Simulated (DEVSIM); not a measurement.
System: Ti/Si3N4/p-Si capacitor, at 300 K.

```
layer (left to right)  material  thickness (nm)  Na (cm⁻³)
---------------------  --------  --------------  ---------
1                         Si3N4            12.0          -
2                            Si            1500     1.4e17
```

Metal gate on the left, work function 4.33 eV. Fixed charge at the semiconductor interface 2e12 cm⁻² (in units of +e); no interface traps.

Constants are typed, rounded textbook-type inputs, not results; the design itself was drawn at random and stands for no fabricated device. Values at 300 K.

```csv
parameter,Si3N4,Si
gap (eV),5.1,1.124
affinity (eV),2.1,4.05
permittivity,7.5,11.7
Nc (cm⁻³),-,2.86e19
Nv (cm⁻³),-,3.1e19
```

DEVSIM, 1D Poisson equation in equilibrium, Boltzmann statistics, complete ionisation; no quantum confinement or tunnelling. Metal contacts follow the ideal Schottky-Mott rule: no Fermi-level pinning, no interface dipoles.

Task: Tabulate band edges, carrier densities and field at -0.6 V on the gate.

Result: Energies count from the Fermi level of the right contact; mesh points crowd at the junctions.

```json
[
 {"x (μm)": "0.000", "Ec (eV)": "2.830", "Ev (eV)": "-2.270", "n (cm⁻³)": "< 1e2", "p (cm⁻³)": "< 1e2", "field (V/cm)": "-280000"},
 {"x (μm)": "0.001189", "Ec (eV)": "2.797", "Ev (eV)": "-2.303", "n (cm⁻³)": "< 1e2", "p (cm⁻³)": "< 1e2", "field (V/cm)": "-280000"},
 {"x (μm)": "0.003351", "Ec (eV)": "2.738", "Ev (eV)": "-2.362", "n (cm⁻³)": "< 1e2", "p (cm⁻³)": "< 1e2", "field (V/cm)": "-280000"},
 {"x (μm)": "0.006948", "Ec (eV)": "2.639", "Ev (eV)": "-2.461", "n (cm⁻³)": "< 1e2", "p (cm⁻³)": "< 1e2", "field (V/cm)": "-280000"},
 {"x (μm)": "0.01050", "Ec (eV)": "2.541", "Ev (eV)": "-2.559", "n (cm⁻³)": "< 1e2", "p (cm⁻³)": "< 1e2", "field (V/cm)": "-280000"},
 {"x (μm)": "0.01183", "Ec (eV)": "2.505", "Ev (eV)": "-2.595", "n (cm⁻³)": "< 1e2", "p (cm⁻³)": "< 1e2", "field (V/cm)": "-280000"},
 {"x (μm)": "0.01290", "Ec (eV)": "0.562", "Ev (eV)": "-0.562", "n (cm⁻³)": "1.0e10", "p (cm⁻³)": "1.1e10", "field (V/cm)": "130000"},
 {"x (μm)": "0.01654", "Ec (eV)": "0.608", "Ev (eV)": "-0.516", "n (cm⁻³)": "1.7e9", "p (cm⁻³)": "6.7e10", "field (V/cm)": "120000"},
 {"x (μm)": "0.02285", "Ec (eV)": "0.682", "Ev (eV)": "-0.442", "n (cm⁻³)": "1.0e8", "p (cm⁻³)": "1.1e12", "field (V/cm)": "110000"},
 {"x (μm)": "0.03612", "Ec (eV)": "0.808", "Ev (eV)": "-0.316", "n (cm⁻³)": "770000", "p (cm⁻³)": "1.5e14", "field (V/cm)": "81000"},
 {"x (μm)": "0.06408", "Ec (eV)": "0.952", "Ev (eV)": "-0.172", "n (cm⁻³)": "2900", "p (cm⁻³)": "4.0e16", "field (V/cm)": "25000"},
 {"x (μm)": "0.1529", "Ec (eV)": "0.984", "Ev (eV)": "-0.140", "n (cm⁻³)": "830", "p (cm⁻³)": "1.4e17", "field (V/cm)": "11"},
 {"x (μm)": "0.3100", "Ec (eV)": "0.984", "Ev (eV)": "-0.140", "n (cm⁻³)": "830", "p (cm⁻³)": "1.4e17", "field (V/cm)": "≈ 0"},
 {"x (μm)": "0.6409", "Ec (eV)": "0.984", "Ev (eV)": "-0.140", "n (cm⁻³)": "830", "p (cm⁻³)": "1.4e17", "field (V/cm)": "≈ 0"},
 {"x (μm)": "1.168", "Ec (eV)": "0.984", "Ev (eV)": "-0.140", "n (cm⁻³)": "830", "p (cm⁻³)": "1.4e17", "field (V/cm)": "≈ 0"},
 {"x (μm)": "1.349", "Ec (eV)": "0.984", "Ev (eV)": "-0.140", "n (cm⁻³)": "830", "p (cm⁻³)": "1.4e17", "field (V/cm)": "≈ 0"},
 {"x (μm)": "1.435", "Ec (eV)": "0.984", "Ev (eV)": "-0.140", "n (cm⁻³)": "830", "p (cm⁻³)": "1.4e17", "field (V/cm)": "≈ 0"},
 {"x (μm)": "1.476", "Ec (eV)": "0.984", "Ev (eV)": "-0.140", "n (cm⁻³)": "830", "p (cm⁻³)": "1.4e17", "field (V/cm)": "≈ 0"},
 {"x (μm)": "1.500", "Ec (eV)": "0.984", "Ev (eV)": "-0.140", "n (cm⁻³)": "830", "p (cm⁻³)": "1.4e17", "field (V/cm)": "≈ 0"},
 {"x (μm)": "1.507", "Ec (eV)": "0.984", "Ev (eV)": "-0.140", "n (cm⁻³)": "830", "p (cm⁻³)": "1.4e17", "field (V/cm)": "≈ 0"},
 {"x (μm)": "1.510", "Ec (eV)": "0.984", "Ev (eV)": "-0.140", "n (cm⁻³)": "830", "p (cm⁻³)": "1.4e17", "field (V/cm)": "≈ 0"},
 {"x (μm)": "1.512", "Ec (eV)": "0.984", "Ev (eV)": "-0.140", "n (cm⁻³)": "830", "p (cm⁻³)": "1.4e17", "field (V/cm)": "≈ 0"}
]
```
